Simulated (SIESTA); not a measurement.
SIESTA run on LiMg (C2, 6 atoms in the cell): relaxation of cell and atoms.

Method of the run: LDA PW92, numerical atomic orbitals DZP, PseudoDojo LDA standard norm-conserving potentials (rewritten from UPF to PSML) in SIESTA 5.4.2.

```yaml
crystal:
  lattice:
    - [4.54701, -2.67587, 0.00000]
    - [4.54701, 2.67587, 0.00000]
    - [-2.93163, 0.00000, 4.96435]
  atoms:
    - { symbol: Li, position: [0.00696, 0.66462, 0.00318] }
    - { symbol: Li, position: [0.33538, 0.99304, 0.99682] }
    - { symbol: Li, position: [0.49494, 0.50506, 0.50000] }
    - { symbol: Mg, position: [0.66724, 0.33276, 0.00000] }
    - { symbol: Mg, position: [0.83091, 0.83543, 0.49857] }
    - { symbol: Mg, position: [0.16457, 0.16909, 0.50143] }
```

Reference input (self-consistent single point, DFT, LDA PW92, numerical atomic orbitals DZP, PseudoDojo LDA standard norm-conserving potentials (rewritten from UPF to PSML)): XC.functional = LDA; XC.authors = PW92; potentials = PseudoDojo LDA standard; PAO.BasisSize = DZP; PAO.EnergyShift = 0.01 Ry; MeshCutoff = 400 Ry; kgrid.MonkhorstPack = 6 6 6 shifted by 0.5 0.5 0.5; OccupationFunction = MP; OccupationMPOrder = 1; ElectronicTemperature = 2320.9 K; PAO.Polarization.NonPerturbative = true; MaxSCFIterations = 150. This run's input differs from it in these lines:

```diff
@@ -47,2 +47,8 @@
 Diag.ParallelOverK           true
+MD.TypeOfRun                 CG
+MD.Steps                     40
+MD.MaxForceTol               0.02 eV/Ang
+MD.VariableCell              true
+MD.MaxStressTol              0.05 GPa
+Target.Pressure              5 GPa
 WriteForces                  true
```

Output (repeated stretches shortened):

```
        iscf     Eharris(eV)        E_KS(eV)     FreeEng(eV)     dDmax    Ef(eV) dHmax(eV)
   scf:    1    -5396.099734    -5415.685071    -5415.685726  1.546510 -4.761656  6.313907
   scf:    2    -5417.134145    -5416.458561    -5416.459851  0.066853 -4.767322  4.254796
   scf:    3    -5417.113572    -5416.911577    -5416.906547  0.120148 -4.784341  0.974187
   scf:    4    -5416.938113    -5416.928068    -5416.923795  0.011191 -4.805224  0.249764
   scf:    5    -5416.931536    -5416.930020    -5416.926015  0.004632 -4.809275  0.187002
   scf:    6    -5416.931580    -5416.931030    -5416.927183  0.006424 -4.814736  0.013644
   scf:    7    -5416.931064    -5416.931047    -5416.927195  0.000246 -4.815134  0.009027
   scf:    8    -5416.931071    -5416.931060    -5416.927202  0.000283 -4.815550  0.003724
   scf:    9    -5416.931067    -5416.931064    -5416.927202  0.000115 -4.815777  0.001446
   scf:   10    -5416.931065    -5416.931064    -5416.927202  0.000025 -4.815875  0.000816
SCF Convergence by DM+H criterion
max |DM_out - DM_in|         :     0.0000251778
max |H_out - H_in|      (eV) :     0.0008162540
SCF cycle converged after 10 iterations

Using DM_out to compute the final energy and forces

siesta: E_KS(eV) =            -5416.9311

siesta: E_KS - E_eggbox =     -5416.9311

siesta: Atomic forces (eV/Ang):
     1    0.004259   -0.013111   -0.019754
   [... lines left out ...]
siesta: Pressure (static):          4.31170713  kBar
siesta: Pressure (total):          4.31170713  kBar
No target stress found, assuming hydrostatic MD.TargetPressure.
Target stress (kBar)
outcell: Cell volume (Ang**3)        :    103.4085
        iscf     Eharris(eV)        E_KS(eV)     FreeEng(eV)     dDmax    Ef(eV) dHmax(eV)
siesta: Pressure (static):         55.67800856  kBar
siesta: Pressure (total):         55.67800856  kBar
outcell: Cell volume (Ang**3)        :    103.4085
siesta: FreeEng =     -5416.720821
   [... lines left out ...]
siesta:      5   -0.153093    0.006934    0.021953
siesta:      6    0.153079    0.006943   -0.021958
siesta: ----------------------------------------
siesta:    Tot   -0.000020    0.000950   -0.000018

siesta: Stress tensor (static) (eV/Ang**3):
siesta:    -0.038936   -0.000000   -0.002418
siesta:    -0.000000   -0.036109   -0.000000
siesta:    -0.002418   -0.000000   -0.029209

siesta: Constrained stress tensor (static) (eV/Ang**3):
siesta:    -0.038936   -0.000000   -0.002418
siesta:    -0.000000   -0.036109   -0.000000
siesta:    -0.002418   -0.000000   -0.029209

siesta: Cell volume =        103.408478 Ang**3

siesta: Pressure (static):
siesta:                Solid            Molecule  Units
siesta:           0.00037849          0.00038998  Ry/Bohr**3
siesta:           0.03475148          0.03580644  eV/Ang**3
siesta:          55.67800856         57.36823947  kBar
```

The relaxation ended unconverged. 

The starting cell comes from a database of computed structures (which also holds hypothetical and non-ambient phases and stackings), without a prior relaxation at this level. Its lattice was rescaled by a random factor within 2.5 % of one. Values carry the incompleteness of an atom-centred basis.

Cost on one core of a shared machine: roughly 20 min.
